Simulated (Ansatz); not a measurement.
## Converging the k-point mesh at a smearing width of 0.02 eV: P (R-3m, 2 atoms in the cell)

```
P
1.0
    1.73090     0.99934     3.13907
   -1.73090     0.99934     3.13907
    0.00000    -1.99867     3.13907
P
2
Direct
  0.23239   0.23239   0.23239
  0.77292   0.77292   0.77292
```

Method of the run: PBEsol, default PAW files made with PBE (plane waves; Ansatz, an electronic-structure program).

Base settings: basis.ecutwfc = 420 eV; kpoints.mp_grid.grid = 11 11 11; hamiltonian.xc = pbesol; hamiltonian.pseudopotentials = {kind: paw} (the program's default PAW files); scf.occupations.method = gaussian; scf.occupations.width = 0.1 eV.

In this ladder: scf.occupations.width = 0.02 eV.

Only quantities that move along the ladder and can be compared are tabulated.

The count of work is k-points × plane waves × bands × iterations; it is no time. 

The starting cell comes from a database of computed structures (which also holds hypothetical and non-ambient phases and stackings), without a prior relaxation at this level. Its lattice was rescaled by up to half a per cent. One atom was moved a little off its site on purpose. In the base run, with a pressure of about -4 GPa the cell is away from its equilibrium volume at this level. Ansatz's pressure includes its estimate of the finite-basis (Pulay) stress.

Steps (kpoints.mp_grid.grid): 4 4 4; 5 5 5; 6 6 6; 7 7 7; 9 9 9; 10 10 10; 13 13 13; 15 15 15; 22 22 22; 27 27 27.

### Question
What is the coarsest kpoints.mp_grid.grid that holds the pressure within 0.2 GPa of the last step, with all finer ones?

### Answer
9 9 9, at 0.046 of the last step's count of work; the step before is off by 0.25 GPa.

### Question
What is the coarsest kpoints.mp_grid.grid that holds the free energy within 0.5 meV/atom of the last step, with all finer ones?

### Answer
22 22 22; the step before is off by 0.84 meV/atom.

| kpoints.mp_grid.grid | free energy less the last step's (meV/atom) | pressure (GPa) | largest difference of a force vector from the last step's (eV/Å) | count of work / last |
|---|---|---|---|---|
| 4 4 4 | -21.10 | -5.09 | 0.223 | 0.0071 |
| 5 5 5 | -12.37 | -3.71 | 0.209 | 0.010 |
| 6 6 6 | -10.77 | -3.69 | 0.243 | 0.017 |
| 7 7 7 | -7.51 | -4.48 | 0.113 | 0.024 |
| 9 9 9 | -4.17 | -4.11 | 0.058 | 0.046 |
| 10 10 10 | -2.28 | -4.30 | 0.014 | 0.063 |
| 13 13 13 | -1.43 | -4.22 | 0.014 | 0.13 |
| 15 15 15 | -0.84 | -4.19 | 0.014 | 0.19 |
| 22 22 22 | -0.02 | -4.20 | 0.006 | 0.56 |
| 27 27 27 | 0.00 | -4.23 | 0.000 | 1.0 |

Two neighbours can agree and both be off: 5 5 5 and 6 6 6 differ by 0.02 GPa in the pressure, yet lie about 0.55 GPa from the last step.

Keys are those of Ansatz 0.2.
